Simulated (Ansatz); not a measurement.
A computed series for Mg2Sn: response to strain

Take Mg₂Sn (space group Fm-3m, No. 225; a = 6.6638 Å; relaxed with 0.1 eV smearing) as the base. Axes: x, y, z lie along the cube axes.

Strains are applied to the cell and any free atomic positions relax; under biaxial strain the out-of-plane vector relaxes too.

Calculations: Ansatz (an electronic-structure program) LDA, spin-orbit coupling left out.

Notes on the quantities. in-plane stress: mean in-plane stress (compression positive).

| change | shortest interatomic distance | ratio −ε⊥/ε∥ | in-plane stress |
|---|---|---|---|
| base | 2.886 Å | – | – |
| biaxial strain −2.50 %, plane normal [111], relaxed out of plane | 2.836 Å | 0.55 | +2.9 GPa |
| biaxial strain −2.08 %, plane normal [111], relaxed out of plane | 2.844 Å | 0.55 | +2.3 GPa |
| biaxial strain −1.67 %, plane normal [111], relaxed out of plane | 2.852 Å | 0.55 | +1.8 GPa |
| biaxial strain −1.25 %, plane normal [111], relaxed out of plane | 2.860 Å | 0.55 | +1.4 GPa |
| biaxial strain −0.83 %, plane normal [111], relaxed out of plane | 2.869 Å | 0.55 | +0.9 GPa |
| biaxial strain −0.42 %, plane normal [111], relaxed out of plane | 2.877 Å | – | +0.4 GPa |
| biaxial strain +0.42 %, plane normal [111], relaxed out of plane | 2.884 Å | – | -0.4 GPa |
| biaxial strain +1.67 %, plane normal [111], relaxed out of plane | 2.878 Å | 0.52 | -1.6 GPa |
| biaxial strain +2.50 %, plane normal [111], relaxed out of plane | 2.875 Å | 0.51 | -2.3 GPa |

No phonon test of stability was made.
